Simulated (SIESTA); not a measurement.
**Input and output of a self-consistent single point for Hf3Co (Pm-3m, 4 atoms in the cell) (SIESTA)**

Level of theory: LDA PW92, numerical atomic orbitals TZP, PseudoDojo LDA standard norm-conserving potentials (rewritten from UPF to PSML) (SIESTA).

Input:

```
# files in the folder: Hf.psml Co.psml (PseudoDojo LDA standard)
SystemName  Hf3Co
SystemLabel siesta

NumberOfAtoms                4
NumberOfSpecies              2
%block ChemicalSpeciesLabel
  1 72 Hf
  2 27 Co
%endblock ChemicalSpeciesLabel
LatticeConstant              1.0 Ang
%block LatticeVectors
     4.242270000    0.000000000    0.000000000
     0.000000000    4.242270000    0.000000000
     0.000000000    0.000000000    4.242270000
%endblock LatticeVectors
AtomicCoordinatesFormat      ScaledCartesian
%block AtomicCoordinatesAndAtomicSpecies
     0.000000000    2.121135000    2.121135000  1
     2.121135000    0.000000000    2.121135000  1
     2.121135000    2.121135000    0.000000000  1
     0.000000000    0.000000000    0.000000000  2
%endblock AtomicCoordinatesAndAtomicSpecies

XC.functional                LDA
XC.authors                   PW92
PAO.BasisSize                TZP
PAO.EnergyShift              0.01 Ry
MeshCutoff                   350 Ry
%block kgrid.MonkhorstPack
    6   0   0  0.0
    0   6   0  0.0
    0   0   6  0.0
%endblock kgrid.MonkhorstPack
OccupationFunction           MP
OccupationMPOrder            0
ElectronicTemperature        100.0 meV
Spin                         polarized
%block DM.InitSpin
  1 +0.00
  2 +0.00
  3 +0.00
  4 +3.00
%endblock DM.InitSpin

MaxSCFIterations             150
SCF.Mixer.Method             Pulay
SCF.Mixer.Weight             0.1
SCF.Mixer.History            6
SCF.DM.Tolerance             1.0E-05
Diag.ParallelOverK           true
WriteForces                  true
Charge.Mulliken              end
```

The program printed (abridged):

```
reinit: Reading from file input.fdf

reinit: System Name: Hf3Co
reinit: System Label: siesta

NOTE on units for spin output:
{S} is the spin magnetic moment, in units of the Bohr magneton,
assuming a g-factor for the electron spin of exactly 2.
The spin magnetic moment is then numerically equal to the charge inbalance,
in units of electrons, between the spin-up and -down channels.

coor:   Atomic-coordinates input format  =     Cartesian coordinates
coor:                                          (in units of alat)

siesta: Atomic coordinates (Bohr) and species
siesta:      0.00000   4.00836   4.00836  1        1
siesta:      4.00836   0.00000   4.00836  1        2
siesta:      4.00836   4.00836   0.00000  1        3
siesta:      0.00000   0.00000   0.00000  2        4

siesta: System type = bulk

initatomlists: Number of atoms, orbitals, and projectors:      4   100   114

siesta: ******************** Simulation parameters ****************************
redata: Spin configuration                          = collinear
redata: Time-Reversal Symmetry                      = T
redata: Number of Atomic Species                    =        2
redata: Mesh Cutoff                                 =   350.0000 Ry
redata: Net charge of the system                    =     0.0000 |e|
redata: Min. number of SCF Iter                     =        0
redata: Max. number of SCF Iter                     =      150
redata: SCF convergence failure will abort job
redata: SCF mix quantity                            = Hamiltonian
redata: Mix DM or H after convergence               =   F
redata: Recompute H after scf cycle                 =   F
redata: Mix DM in first SCF step                    =   T
redata: No kicks to SCF
redata: DM Mixing Weight for Kicks                  =     0.5000
redata: Require Harris convergence for SCF          =   F
redata: Harris energy tolerance for SCF             =     0.000100 eV
   [... lines left out ...]
diag: Used triangular part                          = Lower
diag: Absolute tolerance                            =  0.100E-15
diag: Orthogonalization factor                      =  0.100E-05
diag: Memory factor                                 =  1.0000

superc: Internal auxiliary supercell:     5 x     5 x     5  =     125
superc: Number of atoms, orbitals, and projectors:    500  12500  14250

                        Single-point calculation

superc: Internal auxiliary supercell:     5 x     5 x     5  =     125
superc: Number of atoms, orbitals, and projectors:    500  12500  14250

outcell: Unit cell vectors (Ang):
        4.242270    0.000000    0.000000
        0.000000    4.242270    0.000000
        0.000000    0.000000    4.242270

outcell: Cell vector modules (Ang)   :    4.242270    4.242270    4.242270
outcell: Cell angles (23,13,12) (deg):     90.0000     90.0000     90.0000
outcell: Cell volume (Ang**3)        :     76.3475
new_DM -- step:     1
Initializing Density Matrix...

Attempting to read DM from file... Failed...
DM filled with atomic data (user-defined):

InitMesh: MESH = 48 x 48 x 48 = 110592
InitMesh: Mesh cutoff (required, used) =   350.000   353.824 Ry

stepf: Methfessel-Paxton step function
       Using Hermite-Gauss polynomials of order  0
        iscf     Eharris(eV)        E_KS(eV)     FreeEng(eV)     dDmax    Ef(eV) dHmax(eV)
   scf:    1    -8628.814827    -8720.756544    -8720.776836  0.746997 -2.880690 44.866902
     spin moment: {S} , |S| = {        0.0        0.0    3.10504 }     3.10504
   scf:    2    -8650.823775    -8741.279784    -8741.307196  0.671396 -3.661989 28.397921
     spin moment: {S} , |S| = {        0.0        0.0    0.84780 }     0.84780
   scf:    3    -8767.494208    -8760.946948    -8760.977909  0.187397 -3.574897  4.639283
     spin moment: {S} , |S| = {        0.0        0.0    1.68090 }     1.68090
   scf:    4    -8605.767093    -8713.009952    -8713.047006  0.530354 -3.646153 45.548492
     spin moment: {S} , |S| = {        0.0        0.0    2.94939 }     2.94939
   scf:    5    -8744.557435    -8729.578880    -8729.619763  0.054585 -3.712190 37.202183
     spin moment: {S} , |S| = {        0.0        0.0    2.91903 }     2.91903
   scf:    6    -8704.840514    -8717.646909    -8717.683910  0.042820 -3.656748 43.460726
   [... lines left out ...]
   scf:   41    -8763.085494    -8763.085494    -8763.119954  0.000038 -4.063672  0.000436
     spin moment: {S} , |S| = {        0.0        0.0   -0.00112 }    -0.00112
   scf:   42    -8763.085494    -8763.085494    -8763.119954  0.000031 -4.063670  0.000474
     spin moment: {S} , |S| = {        0.0        0.0   -0.00093 }    -0.00093
   scf:   43    -8763.085494    -8763.085494    -8763.119954  0.000020 -4.063664  0.000100
     spin moment: {S} , |S| = {        0.0        0.0   -0.00077 }    -0.00077
   scf:   44    -8763.085493    -8763.085494    -8763.119954  0.000022 -4.063653  0.000069
     spin moment: {S} , |S| = {        0.0        0.0   -0.00060 }    -0.00060
   scf:   45    -8763.085494    -8763.085494    -8763.119954  0.000011 -4.063647  0.000061
     spin moment: {S} , |S| = {        0.0        0.0   -0.00066 }    -0.00066
   scf:   46    -8763.085494    -8763.085494    -8763.119954  0.000001 -4.063646  0.000054
     spin moment: {S} , |S| = {        0.0        0.0   -0.00064 }    -0.00064
SCF Convergence by DM+H criterion
max |DM_out - DM_in|         :     0.0000006008
max |H_out - H_in|      (eV) :     0.0000537215
SCF cycle converged after 46 iterations

Using DM_out to compute the final energy and forces

siesta: E_KS(eV) =            -8763.0855

siesta: E_KS - E_eggbox =     -8763.0855

siesta: Atomic forces (eV/Ang):
     1   -0.000000    0.000000    0.000000
     2    0.000000    0.000000    0.000000
     3    0.000000   -0.000000    0.000000
     4   -0.000000   -0.000000   -0.000000
   Tot   -0.000000   -0.000000   -0.000000
   Max    0.000000
   Res    0.000000    sqrt( Sum f_i^2 / 3N )
   Max    0.000000    constrained

Stress tensor Voigt[x,y,z,yz,xz,xy] (kbar):      133.57      133.57      133.57        0.00        0.00       -0.00
(Free)E + p*V (eV/cell)    -8769.4846
Target enthalpy (eV/cell)    -8763.1200

siesta: Program's energy decomposition (eV):
siesta: Ebs     =     -1699.254094
siesta: Eions   =     10765.690835
siesta: Ena     =      1112.301134
siesta: Ekin    =      3023.661861
siesta: Enl     =      -317.137743
siesta: Eso     =         0.000000
siesta: Edftu   =         0.000000
siesta: DEna    =        88.780921
siesta: DUscf   =         2.610351
siesta: DUext   =         0.000000
siesta: Ex      =     -1751.211106
siesta: Ec      =      -156.400077
siesta: Exc     =     -1907.611183
siesta: Eharris =     -8763.085494
siesta: Etot    =     -8763.085494
siesta: FreeEng =     -8763.119954

siesta: Stress tensor (static) (eV/Ang**3):
siesta:     0.083365   -0.000000    0.000000
siesta:    -0.000000    0.083365    0.000000
siesta:     0.000000    0.000000    0.083365

siesta: Cell volume =         76.347517 Ang**3

siesta: Pressure (static):
siesta:                Solid            Molecule  Units
siesta:          -0.00090796         -0.00090796  Ry/Bohr**3
siesta:          -0.08336476         -0.08336476  eV/Ang**3
siesta:        -133.56507546       -133.56507546  kBar

mulliken: Atomic and Orbital Populations:

mulliken: Spin UP

Species: Hf
Atom  Qatom  Qorb
               5s      6s      6s      6s      5py     5pz     5px     6py
   [... lines left out ...]

              0.017
   2  6.081   0.924   0.401  -0.276   0.285   0.941   0.968   0.968   0.128
              0.148   0.148   0.308   0.308   0.228   0.425   0.267  -0.026

             -0.026  -0.019  -0.113  -0.036   0.040   0.040   0.000   0.032

              0.017
   3  6.081   0.924   0.401  -0.276   0.285   0.968   0.941   0.968   0.148
              0.128   0.148   0.425   0.308   0.286   0.308   0.209  -0.113

             -0.026  -0.044  -0.026  -0.011   0.032   0.040   0.026   0.040

             -0.008

Species: Co
Atom  Qatom  Qorb
               3s      4s      4s      4s      3py     3pz     3px     4py
               4pz     4px     3dxy    3dyz    3dz2    3dxz    3dx2-y2 3dxy
               3dyz    3dz2    3dxz    3dx2-y2 3dxy    3dyz    3dz2    3dxz
               3dx2-y2
   4  8.256   0.977   0.318  -0.284   0.290   1.004   1.004   1.004   0.103
              0.103   0.103   0.685   0.685   0.708   0.685   0.708  -0.024

             -0.024  -0.021  -0.024  -0.021   0.072   0.072   0.032   0.072

              0.032

mulliken: Qtot =       26.500

Mulliken Atomic Populations:
Atom #   charge [q] valence [e]      Sz [e]  Species
     1    -0.162761   12.162761   -0.000044  Hf
     2    -0.162761   12.162761   -0.000044  Hf
     3    -0.162761   12.162761   -0.000044  Hf
     4     0.488284   16.511716   -0.000509  Co
 Total     0.000000               -0.000642
```

The run converged in 46 iterations.

The starting cell comes from a database of computed structures (which also holds hypothetical and non-ambient phases and stackings), without a prior relaxation at this level. The starting moments vanished: the run ended non-magnetic, which need not be the lowest state. Values carry the incompleteness of an atom-centred basis. With a pressure of about -13 GPa the cell is away from its equilibrium volume at this level.

Cost on one core of a shared machine: roughly 5 min.
